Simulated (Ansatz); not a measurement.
The parent structure is TaC in the rock salt structure (space group Fm-3m, No. 225; a = 4.440 Å).

It is then changed as follows: hydrostatic tension (pressure −2 GPa).

Levels (all Ansatz, an electronic-structure program, PAW): PBEsol (420 eV, without spin-orbit coupling); PBEsol+SOC (420 eV, spin-orbit coupling included).

The geometry is relaxed with PBEsol.

| Quantity | Value |
|---|---|
| PBEsol pressure | -2.0 GPa |

### Question
Predict the pressure from PBEsol+SOC.

### Answer
The pressure drops by 0.4 GPa to -2.4 GPa.

Single points use the geometry relaxed with PBEsol. Differences between runs with and without spin-orbit coupling are approximate. Load acts through the strain it causes; cell and atoms are relaxed under it. No phonon test of stability was made. The runs without spin-orbit coupling are not spin-polarised. An odd electron count without spin: TaC.
